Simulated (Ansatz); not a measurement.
We consider BaAl₄ (I4/mmm, No. 139), described by LDA (plane waves, PAW; Ansatz, an electronic-structure program).

Settings: plane-wave cutoff 520 eV, 18×18×18 k mesh, Fermi–Dirac smearing 0.05 eV, scalar-relativistic PAW data made under PBE.

Cell (relaxed at this level):

```yaml
crystal:
  lattice:
    - [-2.23781, 2.23781, 5.57254]
    - [2.23781, -2.23781, 5.57254]
    - [2.23781, 2.23781, -5.57254]
  atoms:
    - { symbol: Ba, position: [0.00000, 0.00000, 0.00000] }
    - { symbol: Al, position: [0.75000, 0.25000, 0.50000] }
    - { symbol: Al, position: [0.25000, 0.75000, 0.50000] }
    - { symbol: Al, position: [0.38180, 0.38180, 0.00000] }
    - { symbol: Al, position: [0.61820, 0.61820, 0.00000] }
```

### Question
Give the computed bulk modulus and pressure derivative B′ of the bulk modulus.

### Answer

- bulk modulus = 57.9 GPa
- pressure derivative B′ of the bulk modulus = 4.1

The run finds no gap.

Note: the bulk modulus comes from volumes at which shape and atoms were relaxed.

Spin–orbit coupling is not included.

Computed values are for the static lattice.

It cost roughly 14 core-minutes of CPU time.
